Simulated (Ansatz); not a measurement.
**Si: pressure series**

The parent structure is Si in the diamond structure (space group Fd-3m, No. 227; a = 5.4699 Å).

Cell and atoms are relaxed at each pressure.

Calculations: PBE, PAW, 420 eV (Ansatz, a program for electronic structure; no spin-orbit coupling), earlier PAW set.

Candidates:
(a) pressure 3 GPa
(b) pressure 0.3 GPa
(c) pressure 10 GPa
(d) pressure 5 GPa

For the base:

* **Band gap**: 0.61 eV

Problem. Order them by band gap, lowest first.

Solution. (c) pressure 10 GPa (0.43 eV), (d) pressure 5 GPa (0.52 eV), (a) pressure 3 GPa (0.56 eV), (b) pressure 0.3 GPa (0.61 eV)

Load acts through the strain it causes; cell and atoms are relaxed under it. No phonon test of stability was made. Tetrahedral semiconductors of this kind turn to denser phases somewhere between about 1 and 50 GPa; those were not computed, so compressed cells here can lie past the real transition.
